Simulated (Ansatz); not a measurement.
## How far PBE and PBEsol part for hypothetical I4_132 B, biaxial strain +1.56 %, plane normal [110], relaxed out of plane

Base system: B (space group I4_132, No. 214; a = 4.6529 Å; a hypothetical phase, not in the database extracts checked). Axes: x, y, z lie along the cube axes.

(Cell as relaxed with PBE.)

Levels (all Ansatz, a quantum-chemistry and plane-wave program, PAW): PBE (420 eV, no spin-orbit coupling); PBEsol (420 eV, spin-orbit coupling left out).

Each level relaxes its own structure.

```csv
base,PBE,PBEsol
volume per atom,12.59 Å³,12.43 Å³
lattice parameter a,4.653 Å,4.633 Å
band gap,1.48 eV,1.41 eV
```

It is then changed as follows: biaxial strain +1.56 %, plane normal [110], relaxed out of plane (Cartesian); in-plane vectors clamped, the third vector and the atoms free.

| quantity | PBE | PBEsol |
|---|---|---|
| ratio −ε⊥/ε∥ | 1.28 | 1.36 |
| mean in-plane stress (compression positive) | -1.8 GPa | -1.7 GPa |
| smallest direct gap | 2.63 eV | 2.59 eV |
| shortest interatomic distance | 1.648 Å | 1.641 Å |

PBE's ratio −ε⊥/ε∥ lies 0.08 below PBEsol's; PBE's in-plane stress lies 0.1 GPa below PBEsol's; PBE's smallest direct gap lies 0.049 eV above PBEsol's; PBE's shortest interatomic distance lies 0.007 Å above PBEsol's (0.4 %). Neither level is exact; PBEsol is the comparison here, not a measurement.

Whether these cells are dynamically stable was not tested.
